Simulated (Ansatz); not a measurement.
Consider BaTiO3 in the cubic perovskite structure (space group Pm-3m, No. 221; a = 3.935 Å).

All numbers come from LDA in Ansatz (plane waves to 420 eV, PAW, without spin-orbit coupling).

Base values:

| Quantity | Result |
|---|---|
| Gap character | indirect, R → Γ |
| Pressure | -0.01 GPa |

The change: every lattice vector is shortened by 1.80 %, atoms relaxed at fixed cell.

Question: Predict the new gap character.

Answer: The gap character changes from indirect, R → Γ to direct at Γ.

Question: What happens to the pressure?

Answer: The pressure increases by 12.035 GPa, from -0.01 GPa to 12.03 GPa.

The cells carry an imposed strain or load. Stability against distortions was not tested. The final runs are not spin-polarised. Many cubic perovskites are stable only at high temperature; tilts and polar distortions were not tested. This is not the structure that BaTiO3 has at room temperature and ambient pressure.

Ansatz is a first-principles code.
